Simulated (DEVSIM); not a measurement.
Structure: illuminated Si n-on-p cell, one wavelength, at 300 K.

```
layer (left to right)  material  thickness (μm)  Nd (cm⁻³)  Na (cm⁻³)  τn (s)  τp (s)  absorption coefficient (cm⁻¹)
---------------------  --------  --------------  ---------  ---------  ------  ------  -----------------------------
1                            Si           0.100     8.6e18          -  3.8e-7  3.8e-7                          13000
2                            Si             110          -     2.4e15  3.2e-5  3.2e-5                          13000
```

Left contact: ohmic, minority hole recombination velocity 2000 cm/s. Right contact: ohmic, minority electron recombination velocity 20000 cm/s. Voltage is applied to the left contact. Recombination: SRH at mid-gap, radiative, Auger. Light enters at the left, 5.8e16 photons cm⁻² s⁻¹, one pass, no reflection. Mobility is μmin + (μ − μmin)/(1 + (N/Nref)^α).

The device is made up for the run: typed textbook-type constants, with dimensions and the other settings drawn at random. Values at 300 K.

| parameter | Si |
|---|---|
| gap (eV) | 1.124 |
| affinity (eV) | 4.05 |
| permittivity | 11.7 |
| Nc (cm⁻³) | 2.86e19 |
| Nv (cm⁻³) | 3.1e19 |
| μn (cm²/Vs) | 1417 |
| μp (cm²/Vs) | 470 |
| μn,min | 52 |
| μp,min | 45 |
| Nref,n | 9.7e16 |
| Nref,p | 2.2e17 |
| αn | 0.68 |
| αp | 0.72 |
| B (cm³/s) | 4.7e-15 |
| Cn (cm⁶/s) | 2.8e-31 |
| Cp (cm⁶/s) | 9.9e-32 |

DEVSIM, 1D drift-diffusion, Boltzmann statistics, complete ionisation; no tunnelling, impact ionisation, image-force lowering or self-heating.

Base results: dark forward voltage at 100 A/cm² (V) 0.840; fill factor 0.81; short-circuit current (mA/cm²) 9.26; open-circuit voltage (V) 0.513.

Task: What follows from this one change: minority lifetime in layer 2 3.2e-05 → 9.6e-07 s?

Result: dark forward voltage at 100 A/cm² little changed (0.843 V); fill factor 0.81 → 0.80; short-circuit current little changed (9.23 mA/cm²); open-circuit voltage 0.513 → 0.494 V.

Task: What follows from this one change: photon flux 5.8e+16 → 5.8e+15 cm^-2 s^-1?

Result: dark forward voltage at 100 A/cm² little changed (0.840 V); fill factor 0.81 → 0.79; short-circuit current 9.26 → 0.926 mA/cm²; open-circuit voltage 0.513 → 0.454 V.

Task: What follows from this one change: doping Nd of layer 1 8.6e+18 → 8.6e+17 cm^-3?

Result: dark forward voltage at 100 A/cm² 0.840 → 0.846 V; fill factor little changed (0.81); short-circuit current little changed (9.26 mA/cm²); open-circuit voltage little changed (0.513 V).
